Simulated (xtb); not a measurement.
xtb 6.7.1, GFN2-xTB: V(NH)(OMe)(NH2)2 (C[O][V](=[NH])([NH2])[NH2]), 14 atoms. The geometry is a generated start, not checked to be a minimum at this level.

| Item | Value |
|---|---|
| method | GFN2-xTB |
| --acc | 1 (default) |
| --etemp (K) | 300 (default) |
| detailed input (--input) | none: ANC optimiser, Lindh (1995) Hessian, microcycle=20, maxdispl=1.0, hlow=0.01 (default) |
| basis functions | 38 |
| valence electrons | 38 |

```xyz
14

V     -0.4131    -0.0556     0.3925
N     -1.6906    -1.0044     0.3025
H     -2.4199    -1.6736     0.0589
O      0.6656     0.0448    -0.8249
C      1.3594    -0.1537    -1.9819
H      1.5221     0.8033    -2.5024
H      2.3434    -0.5981    -1.7677
H      0.8121    -0.8282    -2.6581
N     -1.1488     1.5352     0.7284
H     -2.1145     1.7748     0.9186
H     -0.5871     2.3861     0.7042
N      0.3596    -0.6318     1.8911
H      0.0553    -1.3419     2.5498
H      1.2566    -0.2570     2.1889
```

Charge 0 and multiplicity 1 are set for this test and not shown to be the ground state.

The structure is relaxed from this start with --opt LEVEL for the levels crude, sloppy, loose, lax, normal, tight, vtight, extreme, once each. Up to the end of the extreme run atoms move by at most 0.068 Å along an axis.

Q: Choose the cheapest level whose final energy lies within 1 meV of that of extreme.

A: lax: 4 cycles against 16, ending 0.42 meV above.

```
level    cycles  energy above the extreme run (meV)  gradient norm (eV/Å)
-------  ------  ----------------------------------  --------------------
crude         1                                 2.3                  0.21
sloppy        1                                 2.3                  0.21
loose         1                                 2.3                  0.21
lax           4                                0.42                 0.086
normal        6                                0.15                 0.039
tight         9                               0.021                 0.016
vtight       13                          under 0.01                0.0076
extreme      16                                   —                0.0020
```
